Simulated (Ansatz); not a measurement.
System: CsCl-type LiCl (model structure). Method: r²SCAN+rVV10 in Ansatz (PAW).

Settings: plane-wave cutoff 500 eV, 10×10×10 k mesh, gaussian smearing 0.02 eV, scalar-relativistic PAW data made under PBE.

Cell (relaxed at this level):

```
LiCl
1.0
    3.25136     0.00000     0.00000
    0.00000     3.25136     0.00000
    0.00000     0.00000     3.25136
Li Cl
1 1
Direct
  0.00000   0.00000   0.00000
  0.50000   0.50000   0.50000
```

Problem. What does this level give for the band gap?

Solution. 
- band gap: 5.25 eV (on the SCF k mesh)

Note: the relaxation could raise the start's symmetry but not lower it, so the cell can be a saddle point.

Static lattice: no zero-point or thermal effects.

Cost on a shared machine: about 19 core-seconds (a rough figure).

A model structure was made by putting elements into a prototype or built by hand; it is no filed structure, need not be a known phase, and can be a saddle point held by its symmetry.

Ansatz is a first-principles code.
